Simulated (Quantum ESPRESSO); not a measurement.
Habitual settings against a tight run: Ca2GePd3 (R-3m, 6 atoms in the cell)

Self-consistent single point.

```
Ca2GePd3
1.0
    2.82252     1.62959     4.14973
   -2.82252     1.62959     4.14973
    0.00000    -3.25917     4.14973
Ca Ge Pd
2 1 3
Cartesian
  0.00000   0.00000  10.85634
  0.00000   0.00000   1.59285
  0.00000   0.00000   6.22459
  0.00000   1.62959   4.14973
 -1.41126  -0.81479   4.14973
  1.41126  -0.81479   4.14973
```

Method of the run: PBEsol, PSlibrary PAW (PBE) pseudopotentials (plane waves; Quantum ESPRESSO).

Base settings: ecutwfc = 50 Ry; ecutrho = 600 Ry; occupations = smearing; smearing = gauss; degauss = 0.0073499 Ry; input_dft = pbesol; K_POINTS = automatic 7 7 7 0 0 0; conv_thr = 1e-10 Ry.

Tight run (finer mesh or higher cutoff; not a proven limit): ecutwfc: 50 Ry → 70 Ry; ecutrho: 600 Ry → 840 Ry; conv_thr: 1e-10 Ry → 7.3e-11 Ry; K_POINTS: automatic 7 7 7 0 0 0 → automatic 10 10 10 0 0 0. It gave Fermi level (on the code's own zero) 11.01 eV; pressure -3.87 GPa; largest force (vector length) 0.016 eV/Å.

Quick runs, as changes from the base:
- A: the base itself
- B: ecutwfc: 50 Ry → 25 Ry; ecutrho: 600 Ry → 300 Ry; smearing: gauss → cold; degauss: 0.0073499 Ry → 0.0099958 Ry; conv_thr: 1e-10 Ry → 7.3e-06 Ry; K_POINTS: automatic 7 7 7 0 0 0 → automatic 8 8 8 1 1 1
- C: ecutwfc: 50 Ry → 35 Ry; ecutrho: 600 Ry → 420 Ry; K_POINTS: automatic 7 7 7 0 0 0 → automatic 8 8 8 0 0 0
- D: ecutwfc: 50 Ry → 30 Ry; ecutrho: 600 Ry → 360 Ry; smearing: gauss → cold; degauss: 0.0073499 Ry → 0.019992 Ry; K_POINTS: automatic 7 7 7 0 0 0 → automatic 6 6 6 0 0 0
- E: ecutwfc: 50 Ry → 35 Ry; ecutrho: 600 Ry → 420 Ry; K_POINTS: automatic 7 7 7 0 0 0 → automatic 4 4 4 0 0 0
- F: ecutwfc: 50 Ry → 30 Ry; ecutrho: 600 Ry → 360 Ry; smearing: gauss → fd; degauss: 0.0073499 Ry → 0.0147 Ry; input_dft: pbesol → default; pseudopotentials: {Ca: Ca.pbe-spn-kjpaw_psl.1.0.0.UPF, Ge: Ge.pbe-n-kjpaw_psl.1.0.0.UPF, Pd: Pd.pbe-n-kjpaw_psl.1.0.0.UPF} → {Ca: Ca.pz-spn-kjpaw_psl.1.0.0.UPF, Ge: Ge.pz-n-kjpaw_psl.1.0.0.UPF, Pd: Pd.pz-n-kjpaw_psl.1.0.0.UPF}; K_POINTS: automatic 7 7 7 0 0 0 → automatic 1 1 1 1 1 1 [LDA (PZ)]

Energies are extrapolated to zero smearing width, which holds to low order in the width alone (under cold and Methfessel-Paxton smearing the free energy itself is taken).

Dashes: pressure of B, not trusted under this conv_thr with d or f elements; energy of F, another energy zero.

† marks runs with another functional, U, potentials or spin treatment: their distance from the tight run is not a convergence error alone.

The count of work is k-points × plane waves × bands × iterations; it is no time. Core times come from one kind of shared machine and are given to one figure; runs under 30 s give none.

The starting cell comes from a database of computed structures (which also holds hypothetical and non-ambient phases and stackings), without a prior relaxation at this level. Its lattice was rescaled by a random factor within 2.5 % of one. Spin polarisation is off. In the base run, with a pressure of about -4 GPa the cell is away from its equilibrium volume at this level.

| run | energy less tight (meV/atom) | pressure less tight (GPa) | largest miss in a force vector (eV/Å) | count of work / tight | core time / tight (rough) |
|---|---|---|---|---|---|
| A | 3.8 | -0.15 | 0.012 | 0.27 | 0.3 |
| B | 428.6 | – | 0.099 | 0.049 | 0.06 |
| C | 42.4 | -0.22 | 0.014 | 0.19 | 0.2 |
| D | 67.1 | -2.61 | 0.026 | 0.074 | 0.09 |
| E | 59.3 | -0.19 | 0.065 | 0.035 | 0.07 |
| F† | – | 3.65 | 0.164 | 0.0021 | 0.03 |

Among the runs at the tight run's level, the energy misses run from 3.8 to 428.6 meV/atom.
